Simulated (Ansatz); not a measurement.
Start from TiO2 in the rutile structure (space group P4_2/mnm, No. 136; a = 4.548 Å, c = 2.917 Å). Axes: x, y, z lie along a, b, c of the conventional cell.

Computed with LDA (Ansatz, a first-principles code; PAW; 420 eV plane waves; no spin-orbit coupling).

For the base:

The electron mass is 0.52 mₑ along c, 1.1 mₑ across (at Γ).

One thing is altered: tensor shear ε_xz = +0.33 % (engineering shear γ = 0.0066), atoms relaxed at fixed cell.

Problem. What does the calculation give for the electron mass after the change?

Solution. The electron mass changes from 0.52 mₑ along c, 1.1 mₑ across (at Γ) to 0.51 mₑ along z, 1.1 mₑ across (at Γ).

Problem. What does the calculation give for the stress after the change?

Solution. The stress (xx, yy, zz, yz, xz, xy; compression positive) comes out as (0.00, 0.00, 0.00, 0.00, -0.83, 0.00) GPa.

The levels and masses belong to the bands next to the band gap. The cells carry an imposed strain or load. Masses are band curvatures over ±0.01 Å⁻¹ around the edge. No phonon test of stability was made. The final runs are not spin-polarised.
